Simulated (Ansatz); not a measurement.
**Pressure series in In2Si2O7**

The reference is In2Si2O7 (space group C2/m, No. 12; a = 6.6320 Å, b = 8.6496 Å, c = 4.7251 Å, α = 90.00°, β = 102.67°, γ = 90.00°).

Cell and atoms are relaxed at each pressure.

Method: PBEsol/PAW in Ansatz (an electronic-structure program), without spin-orbit coupling.

Notes on the quantities. enthalpy: H = E + PV relative to the base's energy.

| change | enthalpy | band gap | density |
|---|---|---|---|
| base | – | 2.87 eV | 5.00 g/cm³ |
| pressure −2 GPa | -0.15 eV/atom | 2.77 eV | 4.93 g/cm³ |
| pressure −1 GPa | -0.08 eV/atom | 2.82 eV | 4.96 g/cm³ |
| pressure 0.3 GPa | +0.02 eV/atom | 2.88 eV | 5.00 g/cm³ |
| pressure 0.7 GPa | +0.05 eV/atom | 2.90 eV | 5.02 g/cm³ |
| pressure 3 GPa | +0.22 eV/atom | 3.01 eV | 5.09 g/cm³ |
| pressure 5 GPa | +0.37 eV/atom | 3.09 eV | 5.15 g/cm³ |
| pressure 7.5 GPa | +0.55 eV/atom | 3.19 eV | 5.22 g/cm³ |
| pressure 10 GPa | +0.73 eV/atom | 3.28 eV | 5.29 g/cm³ |

Load acts through the strain it causes; cell and atoms are relaxed under it. No phonon test of stability was made. No other phases were tried under pressure.
